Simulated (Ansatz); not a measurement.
CsCl-type NiAl, treated with PBEsol (PAW; Ansatz, a first-principles code).

A relaxed, unreconstructed slab of the (110) face has 12 atoms, two equal faces of 11.589 Å² each and an energy of -37982.5749 eV. A bulk cell of 4 atoms with the same orientation and in-plane k mesh has -12661.7298 eV. Energies are extrapolated to zero smearing.

Settings: plane-wave cutoff 500 eV, 20×14×1 k mesh (along the axes of the cell as run), Fermi–Dirac smearing 0.1 eV, scalar-relativistic PAW data made under PBE.

Worked out: γ = (E_slab − N E_bulk per atom)/2A = [-37982.5749 − 12 × (-12661.7298/4)]/(2 × 11.589) = 0.1128 eV/Å². With 16.022 J/m² per eV/Å² this is 1.81 J/m², or 1.31 eV per surface cell and face.
